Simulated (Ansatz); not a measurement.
A self-consistent single point of CdPd (P4mm, 2 atoms in the cell) with Ansatz (a quantum-chemistry and plane-wave program).

Method: LDA (PW92), default PAW files made with PBE (plane waves; Ansatz).

```xyz
2
Lattice="3.0281 0.0000 0.0000 0.0000 3.0281 0.0000 0.0000 0.0000 3.6824" Properties=species:S:1:pos:R:3 pbc="T T T"
Cd     0.0000     0.0000     0.0500
Pd     1.5141     1.5141     1.8412
```

Reference input (self-consistent single point, DFT, LDA (PW92), plane waves, default PAW files made with PBE): basis.ecutwfc = 420 eV; kpoints.mp_grid.grid = 11 11 9; hamiltonian.xc = lda; hamiltonian.pseudopotentials = {kind: paw} (the program's default PAW files); scf.occupations.method = fermi_dirac; scf.occupations.width = 0.1 eV. This run's input differs from it in these lines:

Ansatz 0.2 input:
```diff
@@ -11,3 +11,3 @@
 kpoints:
-  mp_grid: { grid: [11, 11, 9] }
+  mp_grid: { grid: [26, 26, 21] }
 hamiltonian:
```

Output, abridged:

```
SCF iter   1: F=—  HF=-14963.332174 eV  |F-HF|=—  |Δ(HF+E_count)|=         —  Δρ=1.61e-2  dr2=9.11e-2  ethr=1.77e-3  ⟨swp⟩=5.3  Hψ=107041  notcnv=0
all-band conjugate gradients solve this SCF's bands
preconditioner: auto → Kerker (q_TF=auto, 2.783 Å⁻¹)
SCF iter   2: F=—  HF=-14963.312328 eV  |F-HF|=—  |Δ(HF+E_count)|=   1.98e-2  Δρ=4.26e-3  dr2=3.59e-3  ethr=2.40e-4  ⟨swp⟩=2.5  Hψ=46724  notcnv=0  defer=21
   [... lines left out ...]
SCF iter   4: F=—  HF=-14963.311099 eV  |F-HF|=—  |Δ(HF+E_count)|=   2.14e-4  Δρ=4.24e-4  dr2=8.08e-5  ethr=1.98e-6  ⟨swp⟩=2.1  Hψ=42622  notcnv=0  defer=21
SCF iter   5: F=—  HF=-14963.311070 eV  |F-HF|=—  |Δ(HF+E_count)|=   2.93e-5  Δρ=1.38e-4  dr2=1.40e-5  ethr=2.13e-7  ⟨swp⟩=2.4  Hψ=42433  notcnv=0  defer=21
SCF iter   6: F=—  HF=-14963.311065 eV  |F-HF|=—  |Δ(HF+E_count)|=   5.33e-6  Δρ=4.56e-5  dr2=8.28e-7  ethr=3.68e-8  ⟨swp⟩=2.2  Hψ=35387  notcnv=0  defer=21
SCF iter   7: F=-14963.311064 eV  HF=-14963.311064 eV  |F-HF|=1.75e-8  |Δ(HF+E_count)|=   2.26e-7  Δρ=7.19e-6  dr2=2.58e-8  ethr=2.63e-10  ⟨swp⟩=5.1  Hψ=106776  notcnv=0
SCF 1 converged in 7 iterations: F = -14963.311064 eV  dr2 = 2.58e-8
Free energy (F): -14963.311064 eV
Internal energy: -14963.293444 eV  (E = F + TS)
E sigma→0 (E₀):  -14963.302254 eV
Entropy (-TS):   -0.017620 eV (-8.810 meV/atom)
Fermi energy:    17.721843 eV
--- Forces (eV/Å), atoms counted from 1 ---
  atom   1  Cd    -0.00000000     0.00000000    -0.27651300
  atom   2  Pd     0.00000000     0.00000000     0.27651522
--- Stress (GPa, compression-positive) ---
       -7.652838       0.000000       0.000000
        0.000000      -7.652838       0.000000
        0.000000       0.000000      -7.647606
  P = ⅓ Tr σ = -7.6511 GPa (-76.511 kbar)
  The stress holds the Pulay correction. Without it, at fixed plane waves, as pw.x and ABINIT print it: P = -7.6814 GPa
```

The run converged in 7 iterations. Against the reference run the free energy rises by 1.6 meV/atom, the pressure hardly changes (-7.69 to -7.65 GPa) and the largest force stays at 0.277 eV/Å.

The starting cell comes from a database of computed structures (which also holds hypothetical and non-ambient phases and stackings), without a prior relaxation at this level. Its lattice was rescaled by up to half a per cent. One atom was moved a little off its site on purpose. Spin polarisation is off. With a pressure of about -8 GPa the cell is away from its equilibrium volume at this level. Ansatz's pressure includes its estimate of the finite-basis (Pulay) stress.

Cost on one core of a shared machine: roughly 30 s.
